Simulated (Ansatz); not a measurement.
**Worked sum: formation energy of the neutral O_i + V_Si in Si (diamond, Fd-3m)**

We look at the formation energy of the neutral O_i + V_Si in Si (diamond, Fd-3m). Reaction: 215 Si (diamond) + 1/2 O2 (gas) → cell A.

A: a supercell of 216 sites of Si (diamond, Fd-3m) with one empty Si site amid 4 Si; O off the lattice sites (2 Si at 1.71 Å); the closest two of these centres are 1.0 Å apart; spin state with PBE: run without spin.

Method: Ansatz (an electronic-structure program), PAW, neutral cells at 0 K with nuclei at rest, on structures from PBE. Ansatz runs with its default PAW set. Other levels take these structures. The lattices are those relaxed with PBE, so at other levels the solids can be strained, which adds to the spread. Larger cells are relaxed from a start prepared with the learned potential CHGNet till forces fall under 0.03 eV/Å, which some starts already meet. A dispersion term (D3(BJ), or D4 for r2SCAN) was computed beside these levels and is taken off wherever the name lacks it. The PAW files were made for PBE and serve at the other functionals too. Space groups of crystals are read within 0.01 Å. Mesh and cell size may move defect energies by 0.1 eV or more. Cell A has symmetry Cmm2 within 0.02 Å and got no random move, so less symmetric positions, which may lie lower, weren't tried.

Total energies of the cells in eV, at zero smearing width. They compare only within one column; the weights balance every element.

```
cell              atoms    weight         r2SCAN            LDA
----------------  -----  --------  -------------  -------------
A: Si:O_i + V_Si    216        +1  -137962.82712  -131407.77715
Si (diamond)        216  −215/216  -138035.24749  -131462.87790
O2 (gas)              2      −1/2    -1131.96020    -1104.69203
```

r2SCAN: (-137962.82712) − 215/216 × (-138035.24749) − 1/2 × (-1131.96020) = -0.652 eV.

LDA: (-131407.77715) − 215/216 × (-131462.87790) − 1/2 × (-1104.69203) = -1.178 eV.
